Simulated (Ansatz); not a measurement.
**How well does each level of theory give the bulk modulus B0 of A15 Nb₃Sn (cubic form, which distorts at low temperature)?**

Reference value: 165 GPa (measured, 4 K, zero-point motion not removed; as tabulated in Lu and Klein (1997), arXiv:cond-mat/9704251).

```csv
level (code),value (GPa),cell (Å³/atom)
LDA (Ansatz),185,17.79
PBE (Ansatz),[?],18.81
PBEsol+SOC (Ansatz),176,18.17
revPBE (Ansatz),[?],19.05
RPBE (Ansatz),[?],19.15
PBE-D4 (Ansatz),169,18.44
rVV10 (Ansatz),[?],19.16
r²SCAN (Ansatz),170,18.66
r²SCAN+SOC (Ansatz),170,18.65
r²SCAN-D4 (Ansatz),172,18.55
r²SCAN+rVV10 (Ansatz),174,18.50
PBE0 (Ansatz),174,18.49
```

Task: What belongs in the gaps?

Result: 
- PBE (Ansatz, a first-principles code), value (GPa): 162
- revPBE (Ansatz), value (GPa): 156
- RPBE (Ansatz), value (GPa): 154
- rVV10 (Ansatz), value (GPa): 160

Differences against the reference: LDA +12.1 %, PBE -1.8 %, PBEsol+SOC +6.7 %, revPBE -5.5 %, RPBE -6.7 %, PBE-D4 +2.4 %, rVV10 -3.0 %, r²SCAN +3.0 %, r²SCAN+SOC +3.0 %, r²SCAN-D4 +4.2 %, r²SCAN+rVV10 +5.5 %, PBE0 +5.5 %.

Once the reference is moved by up to 5.3 % (a margin picked here for doubts on the reference and the settings, and for temperature and zero-point motion) and values within 1.7 % count as equal, the nearest can be PBE (-1.8 %), PBE-D4 (+2.4 %), rVV10 (-3.0 %), r²SCAN (+3.0 %), r²SCAN+SOC (+3.0 %), r²SCAN-D4 (+4.2 %), revPBE (-5.5 %), r²SCAN+rVV10 (+5.5 %), PBE0 (+5.5 %), PBEsol+SOC (+6.7 %) or RPBE (-6.7 %).

The reference isn't brought to a static lattice, while the calculations are for one, so the differences are not the levels' errors alone.  LDA, PBE, PBEsol+SOC, revPBE, RPBE, PBE-D4, rVV10, r²SCAN, r²SCAN+SOC, r²SCAN-D4, r²SCAN+rVV10, PBE0: symmetry holds this phase in the static calculation, where it need not be a minimum. PBE0: the run has no spin polarisation, so it can have missed a magnetic state. Each level is taken at its own relaxed cell. Cutoffs and k meshes differ between the levels. Ansatz's density-functional and Hartree–Fock values are scalar-relativistic unless marked +SOC, with PAW data made under PBE.

Differences are worked out from the printed values.
